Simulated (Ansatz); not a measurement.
The starting structures come from a database of crystals and need not be the phases stable at ambient conditions.

Crystal: K$_{3}$Nb$_{3}$(BO$_{6}$)$_{2}$ (P-62m, not sure to be the ambient phase, 20 atoms a cell, 13.7 Å³ an atom, -7 GPa at this level); planes in its conventional cell.

Computed with r2SCAN (plane waves, PAW; Ansatz, a first-principles code).

The gap is the functional's own, uncorrected, and κ follows it; spin-orbit coupling is left out. Mid-gap values are interpolated between the computed energies.

```csv
plane,area of the cell (Å²),mid-gap κ (1/Å),largest κ in the gap (1/Å)
(110),61.4,0.34,0.34
(100),35.5,[?],[?]
(001),69.3,[?],[?]
```

### Question
The slowest decay depends on the direction. Supply the withheld values.

### Answer

- (100), mid-gap κ (1/Å): 0.31
- (100), largest κ in the gap (1/Å): 0.32
- (001), mid-gap κ (1/Å): 0.29
- (001), largest κ in the gap (1/Å): 0.29
